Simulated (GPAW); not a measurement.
Input and output of a self-consistent single point for Al (Fm-3m, 1 atom in the cell) (GPAW).

Method: PBE, GPAW PAW datasets PBE (gpaw-data 1.0.1) (plane waves; GPAW).

The change in words: lattice scaled by 0.98. Reference geometry:
```
CELL_PARAMETERS angstrom
      0.00000     2.01522     2.01522
      2.01522     0.00000     2.01522
      2.01522     2.01522     0.00000
ATOMIC_POSITIONS crystal
  Al 0.00000 0.00000 0.00000
```

Reference input (self-consistent single point, DFT PBE, plane waves, GPAW PAW datasets PBE (gpaw-data 1.0.1)): mode = pw; ecut = 600 eV; xc = PBE; kpts = 10 10 10; mesh shift (steps) = 0 0 0; occupations.name = fermi-dirac; occupations.width = 0.1 eV; nbands = -7; convergence.forces = 0.001 eV/Å; symmetry.symmorphic = false; symmetry.tolerance = 0.0005; maxiter = 120. This run's input differs from it in these lines:

```diff
@@ -5,5 +5,5 @@
 atoms = Atoms(['Al'],
-              cell=[[0.000000, 2.015224, 2.015224],
-                    [2.015224, 0.000000, 2.015224],
-                    [2.015224, 2.015224, 0.000000]],
+              cell=[[0.000000, 1.974920, 1.974920],
+                    [1.974920, 0.000000, 1.974920],
+                    [1.974920, 1.974920, 0.000000]],
               positions=[[0.000000, 0.000000, 0.000000]],
```

Log, with long lists cut:

```
     iter     time        total  log10-change:
                         energy   eigst   dens  force
iter:   1 --:--:--    -3.694465
iter:   2 --:--:--    -3.695315   -2.92  -0.93
iter:   3 --:--:--    -3.700460   -2.83  -0.95
iter:   4 --:--:--    -3.700197   -5.35  -1.93
iter:   5 --:--:--    -3.700304c  -4.99  -2.36
iter:   6 --:--:--    -3.700299c  -6.22  -2.94
iter:   7 --:--:--    -3.700298c  -7.46c -3.40
iter:   8 --:--:--    -3.700300c  -6.75  -3.21
iter:   9 --:--:--    -3.700300c  -8.70c -5.29c
iter:  10 --:--:--    -3.700300c -10.54c -5.40c -24.63c
Converged after 10 iterations.

Dipole moment: (0.000000, 0.000000, 0.000000) |e|*Ang

Energy contributions relative to reference atoms: (reference = -6603.423265)

Kinetic:         +6.071685
Potential:       -3.512603
External:        +0.000000
XC:              -6.241822
Entropy (-ST):   -0.018295
Local:           -0.008413
SIC:             +0.000000
--------------------------
Free energy:     -3.709448
Extrapolated:    -3.700300

Showing only first 2 kpts
 Kpt  Band  Eigenvalues  Occupancy
  0     0     -3.78746    2.00000
  0     1     20.85128    0.00000
  0     2     20.85128    0.00000

  1     0     -3.40839    2.00000
  1     1     18.80730    0.00000
  1     2     18.80730    0.00000

Fermi level: 7.93383

No gap
No difference between direct/indirect transitions
Energy (eV): -3.7003

Forces in eV/Ang:
  0 Al    0.00000    0.00000    0.00000

Stress tensor:
    -0.038765    -0.000000    -0.000000
    -0.000000    -0.038765    -0.000000
    -0.000000    -0.000000    -0.038765
Stress (GPa, Voigt): [-6.2108 -6.2108 -6.2108 -0.     -0.     -0.    ]
```

The run converged in 10 iterations. GPAW prints stress with tension positive. Against the reference run the free energy goes up by 20.0 meV/atom and the pressure goes from 0.75 to 6.21 GPa.

The starting cell comes from a database of computed structures (which also holds hypothetical and non-ambient phases and stackings), without a prior relaxation at this level. Its lattice was rescaled by a random factor within 2.5 % of one. For this run, on top of that: lattice scaled by 0.98. With a pressure of about 6 GPa the cell is away from its equilibrium volume at this level.
